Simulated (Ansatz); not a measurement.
The starting structures come from a database of crystals and need not be the phases stable at ambient conditions.

The decay constant κ of evanescent states in the gap governs leakage through a thin film.

Data:

```
YF3
1.0
    6.38818     0.00000     0.00000
    0.00000     6.85620     0.00000
    0.00000     0.00000     4.35540
Y F
4 12
Cartesian
  2.35832   1.71405   4.07970
  4.02986   5.14215   0.27570
  0.83577   5.14215   1.90200
  5.55241   1.71405   2.45340
  5.33068   3.85963   1.66098
  1.05750   2.99657   2.69442
  4.25159   2.99657   3.83868
  2.13659   3.85963   0.51672
  2.13659   6.42467   0.51672
  4.25159   0.43153   3.83868
  1.05750   0.43153   2.69442
  5.33068   6.42467   1.66098
  3.05464   5.14215   2.55218
  3.33354   1.71405   1.80322
  0.13945   1.71405   0.37448
  6.24873   5.14215   3.98092
```

Space group of this cell: Pnma. The cell is taken as given.

Transport runs along the normal of the first two printed cell vectors.

No gap correction and no spin-orbit coupling; mid-gap values are interpolated between computed energies.

### Question
Compute, with r2SCAN run with Ansatz (a first-principles code), the band gap and the smallest decay constant κ at mid-gap.

### Answer
Gap 8.70 eV on a 6×6×8 mesh; κ = 0.580 1/Å, at the zone centre.
